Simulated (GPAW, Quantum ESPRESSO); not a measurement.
A Quantum ESPRESSO input for a self-consistent single point of BaO (Fm-3m, 2 atoms in the cell) (DFT, PBE, plane waves, GBRV 1.5 ultrasoft (PBE) pseudopotentials):

```fortran
&control
  calculation = 'scf',
  prefix = 'bao',
  outdir = './out',
  pseudo_dir = './',
  tprnfor = .true.,
  tstress = .true.,
/
&system
  ibrav = 0,
  celldm(1) = 7.4027593915,
  nat = 2,
  ntyp = 2,
  ecutwfc = 40,
  ecutrho = 200,
  occupations = 'smearing',
  smearing = 'fd',
  degauss = 0.000734986,
/
&electrons
  conv_thr = 1e-8,
/
ATOMIC_SPECIES
Ba   137.3270  ba_pbe_v1.uspp.F.UPF
O     15.9990  o_pbe_v1.2.uspp.F.UPF
ATOMIC_POSITIONS crystal
Ba    0.0000000000    0.0000000000    0.0000000000
O     0.5000000000    0.5000000000    0.5000000000
K_POINTS automatic
8 8 8  0 0 0
CELL_PARAMETERS alat
   0.0000000000     0.7071067812     0.7071067812
   0.7071067812     0.0000000000     0.7071067812
   0.7071067812     0.7071067812     0.0000000000
```

Question: Translate this input to GPAW.

Answer: One input that does it (others would too):

```python
from ase import Atoms
from ase.units import GPa
from gpaw import GPAW

atoms = Atoms(['Ba', 'O'],
              cell=[[0.000000, 2.770000, 2.770000],
                    [2.770000, 0.000000, 2.770000],
                    [2.770000, 2.770000, 0.000000]],
              positions=[[0.000000, 0.000000, 0.000000],
                         [2.770000, 2.770000, 2.770000]],
              pbc=True)

calc = GPAW(mode={'name': 'pw', 'ecut': 900},
            xc='PBE',
            kpts={'size': (8, 8, 8), 'gamma': True},
            occupations={'name': 'fermi-dirac', 'width': 0.01},
            nbands=-4,
            convergence={'density': 1e-05, 'bands': -2},
            symmetry={'symmorphic': False, 'tolerance': 0.0005},
            maxiter=150)

atoms.calc = calc

energy = atoms.get_potential_energy()
print('Energy (eV):', round(energy, 6))
forces = atoms.get_forces()
print('Forces (eV/Ang):')
print(forces.round(5))
stress = atoms.get_stress()
print('Stress (GPa, Voigt):', (stress / GPa).round(4))
```

Basis settings and potentials, where a program has them, do not carry over. This input uses DFT PBE, plane waves, GPAW PAW datasets PBE (gpaw-data 1.0.1). Both were run: gap on the mesh 2.044 eV in Quantum ESPRESSO and 2.001 in GPAW.

On Quantum ESPRESSO: the starting cell has typed, rounded lattice constants, without a prior relaxation at this level.

On GPAW: the starting cell has typed, rounded lattice constants, without a prior relaxation at this level.
